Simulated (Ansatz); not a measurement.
Take TiO2 in the rutile structure (space group P4_2/mnm, No. 136) as the base.

```xyz
6
Lattice="4.5481 0.0000 0.0000 0.0000 4.5481 0.0000 0.0000 0.0000 2.9171" Properties=species:S:1:pos:R:3 pbc="T T T"
Ti     0.0000     0.0000     0.0000
Ti     2.2740     2.2740     1.4586
O      1.3825     1.3825     0.0000
O      3.6565     0.8916     1.4586
O      0.8916     3.6565     1.4586
O      3.1656     3.1656     0.0000
```

Cartesian axes are those of the cell as printed.

All numbers come from Ansatz (a program for electronic structure) LDA, scalar-relativistic without spin-orbit coupling.

Now apply this change: an isotropic linear strain of +1.20 %; the atoms relax in the strained cell.

### Question
Predict the stress tensor and what it implies for the stiffness.

### Answer
Stress of the strained cell less that of the base (GPa, compression positive):
```
  -7.52    0.00    0.00
   0.00   -7.52    0.00
   0.00    0.00   -9.79
```

Then B = −ΔP/(ΔV/V₀) with ΔV/V₀ = 0.0364 gives secant stiffness values (nonlinear terms included at this strain): B (at held cell shape, above the free-shape value) ≈ 227 GPa.

As a check, the harmonic strain energy −½ V₀ Δσ:ε is 9.4 meV/atom; the computed energy rise is 9.8 meV/atom.

Stability against distortions was not tested. All final runs are without spin polarisation.
